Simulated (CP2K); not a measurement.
CP2K run on the (100) slab of InSe (cut from a parent of space group no. 12; 8 atoms in the cell): self-consistent single point.

Method: PBEsol, GPW, DZVP-MOLOPT-SR-GTH basis, GTH-PBE potentials (GTH_POTENTIALS) in CP2K.

The change in words: vacuum of 20 angstrom (first run: 14 Å); SURFACE_DIPOLE_CORRECTION: default → T. Reference geometry:
```
CELL_PARAMETERS angstrom
      4.12985     0.00000     0.00000
      0.00000     5.09837     0.00000
      0.00000     0.00000    22.55191
ATOMIC_POSITIONS crystal
  In 0.00000 0.08566 0.31039
  In 0.50000 0.96367 0.44539
  Se 0.00000 0.28621 0.42140
  Se 0.50000 0.76312 0.33439
  In 0.50000 0.69552 0.55461
  In 0.00000 0.57354 0.68961
  Se 0.50000 0.89607 0.66561
  Se 0.00000 0.37299 0.57860
```

Reference input (self-consistent single point, DFT PBEsol, GPW, DZVP-MOLOPT-SR-GTH basis, GTH-PBE potentials (GTH_POTENTIALS)): CUTOFF = 500 Ry; REL_CUTOFF = 50 Ry; SMEAR/METHOD = FERMI_DIRAC; ELECTRONIC_TEMPERATURE = 580.23 K; KPOINTS/SCHEME = MACDONALD 3 2 1 0 0.25 0; XC_FUNCTIONAL = PBE:PBESOL; In/BASIS_SET = DZVP-MOLOPT-SR-GTH-q13; In/POTENTIAL = GTH-PBE-q13; Se/BASIS_SET = DZVP-MOLOPT-SR-GTH-q6; Se/POTENTIAL = GTH-PBE-q6; METHOD = GPW; EPS_DEFAULT = 1e-10. This run's input differs from it in these lines:

```diff
@@ -11,2 +11,4 @@
     POTENTIAL_FILE_NAME GTH_POTENTIALS
+    SURFACE_DIPOLE_CORRECTION T
+    SURF_DIP_DIR Z
     &QS
@@ -68,3 +70,3 @@
       B 0.00000000 5.09836500 0.00000000
-      C 0.00000000 0.00000000 22.55190600
+      C 0.00000000 0.00000000 28.55190800
       PERIODIC XYZ
@@ -73,10 +75,10 @@
       SCALED
-      In       0.00000000     0.08565800     0.31039500
-      In       0.50000000     0.96367200     0.44539500
-      Se       0.00000000     0.28620600     0.42140200
-      Se       0.50000000     0.76312300     0.33439300
-      In       0.50000000     0.69552400     0.55460500
-      In       0.00000000     0.57353800     0.68960500
-      Se       0.50000000     0.89607200     0.66560700
-      Se       0.00000000     0.37298900     0.57859800
+      In       0.00000000     0.08565800     0.35023900
+      In       0.50000000     0.96367200     0.45687000
+      Se       0.00000000     0.28620600     0.43791900
+      Se       0.50000000     0.76312300     0.36919400
+      In       0.50000000     0.69552400     0.54313000
+      In       0.00000000     0.57353800     0.64976100
+      Se       0.50000000     0.89607200     0.63080600
+      Se       0.00000000     0.37298900     0.56208100
     &END COORD
```

Log, with long lists cut:

```
 SCF WAVEFUNCTION OPTIMIZATION

  Step     Update method      Time    Convergence         Total energy    Change
     1 NoMix/Diag. 0.20E+00      -     2.00150224      -262.7495947350 -2.63E+02
     2 Broy./Diag. 0.20E+00      -     0.03276011      -262.7678046829 -1.82E-02
     3 Broy./Diag. 0.20E+00      -     0.33545096      -262.5842550500  1.84E-01
     4 Broy./Diag. 0.20E+00      -     0.16836061      -262.6653231300 -8.11E-02
     5 Broy./Diag. 0.20E+00      -     0.16361129      -262.6595816460  5.74E-03
     6 Broy./Diag. 0.20E+00      -     0.13031208      -262.6327056314  2.69E-02
   [... 90 lines left out ...]
    97 Broy./Diag. 0.20E+00      -     0.00107666      -262.5713178202  3.44E-05
    98 Broy./Diag. 0.20E+00      -     0.00093312      -262.5713001493  1.77E-05
    99 Broy./Diag. 0.20E+00      -     0.00090688      -262.5712766384  2.35E-05
   100 Broy./Diag. 0.20E+00      -     0.00274138      -262.5712426036  3.40E-05
  Leaving inner SCF loop after reaching   100 steps.

  Total dipole moment perpendicular to
  the slab [electrons-Angstroem]:               0.0007922564

  Overlap energy of the core charge distribution:               0.00000000080808
  Self energy of the core charge distribution:               -439.45421724063863
   [... lines left out ...]
  Fermi energy:                                                -0.03666010493821
  Total energy:                                              -262.57124260364719
   [... lines left out ...]
 *  /   \                                                                      *
 * [ABORT]                                                                     *
 *  \___/     SCF run NOT converged. To continue the calculation regardless,   *
 *    |             please set the keyword IGNORE_CONVERGENCE_FAILURE.         *
 *  O/|                                                                        *
 * /| |                                                                        *
 * / \                                                            qs_scf.F:702 *
 *******************************************************************************

 ===== Routine Calling Stack =====

            4 scf_env_do_scf
            3 qs_energies
            2 qs_forces
            1 CP2K
Abort(1) on node 0 (rank 0 in comm 0): application called MPI_Abort(MPI_COMM_WORLD, 1) - process 0
```

The run ended unconverged after 100 iterations. 

The starting cell comes from a database of computed structures (which also holds hypothetical and non-ambient phases and stackings), without a prior relaxation at this level. The slab is cut from that crystal, and its faces are unrelaxed. Its lattice was rescaled by up to half a per cent. Values carry the incompleteness of an atom-centred basis. The potentials were made for another functional than the one used.

Cost on one core of a shared machine: roughly 6 min.
